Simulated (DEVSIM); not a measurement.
**Si n-i-p diode**

System: Si n-i-p diode, at 250 K.

```csv
layer (left to right),material,thickness (μm),Nd (cm⁻³),Na (cm⁻³),τn (s),τp (s)
1,Si,0.280,1.3e18,-,2.5e-6,2.5e-6
2,Si,1.40,-,8.6e12,2.5e-6,2.5e-6
3,Si,2.30,-,8.2e18,2.5e-6,2.5e-6
```

Left contact: ohmic. Right contact: ohmic. Voltage is applied to the left contact. Recombination: SRH at mid-gap, radiative, Auger. Mobility is constant in doping.

Constants are typed, rounded textbook-type inputs, not results; the design itself was drawn at random and stands for no fabricated device. Values at 300 K; Nc and Nv go as T^1.5, mobilities as T to minus their exponent, the gap by Varshni's rule with the affinity fixed.

```
parameter               Si
----------------  --------
gap (eV)             1.124
affinity (eV)         4.05
permittivity          11.7
Nc (cm⁻³)          2.86e19
Nv (cm⁻³)           3.1e19
μn (cm²/Vs)           1417
μp (cm²/Vs)            470
T exponent of μn       2.3
T exponent of μp       2.2
B (cm³/s)          4.7e-15
Cn (cm⁶/s)         2.8e-31
Cp (cm⁶/s)         9.9e-32
Varshni α (eV/K)  0.000473
Varshni β (K)          636
```

Simulated with DEVSIM: 1D drift-diffusion, Boltzmann statistics, complete ionisation; no tunnelling, impact ionisation, image-force lowering or self-heating.

```json
{
 "potential_step_across_the_device_at_zero_bias": "1.053 V",
 "Dark forward voltage at 1 A/cm²": "0.761 V",
 "Dark forward voltage at 100 A/cm²": "0.863 V"
}
```

Dark forward current:

(V (V), J (A/cm²)): (-0.05, -7.6e-11); (-0.10, -3.2e-10); (-0.20, -4.2e-9); (-0.25, -1.5e-8); (-0.35, -2.0e-7); (-0.40, -7.7e-7); (-0.45, -3.3e-6); (-0.55, -0.00010); (-0.60, -0.00079); (-0.65, -0.0067); (-0.75, -0.60); (-0.80, -5.9); (-0.90, -480); (-0.95, -3300)

Dark reverse current:

```tsv
V (V)	J (A/cm²)
0.04	2.6e-11
0.10	4.9e-11
0.20	7.9e-11
0.30	1.0e-10
0.40	1.2e-10
0.60	1.5e-10
0.80	1.8e-10
1.00	2.0e-10
1.30	2.2e-10
1.60	2.3e-10
2.00	2.5e-10
```
